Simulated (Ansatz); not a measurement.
Take MoSi$_{2}$ (space group I4/mmm, No. 139; a = 3.1740 Å, c = 7.7787 Å; relaxed with 0.1 eV smearing) as the base. Axes: x, y, z lie along a, b, c of the conventional cell.

Method: LDA/PAW in Ansatz (a first-principles code), without spin-orbit coupling.

Base values:

The shortest interatomic distance comes out as 2.564 Å.

One thing is altered: uniaxial strain ε_xx = −1.50 %, all other strain components held at zero; the atoms relax in the strained cell.

How does this affect the stress, energy relative to the base and shortest interatomic distance?

The stress (xx, yy, zz, yz, xz, xy; compression positive) amounts to (6.6, 2.0, 1.6, 0.0, 0.0, 0.0) GPa; the energy rises by 4.0 meV/atom; the shortest interatomic distance goes up by 0.003 Å (2.564 Å → 2.567 Å).

Stability against distortions was not tested. The final runs are not spin-polarised.
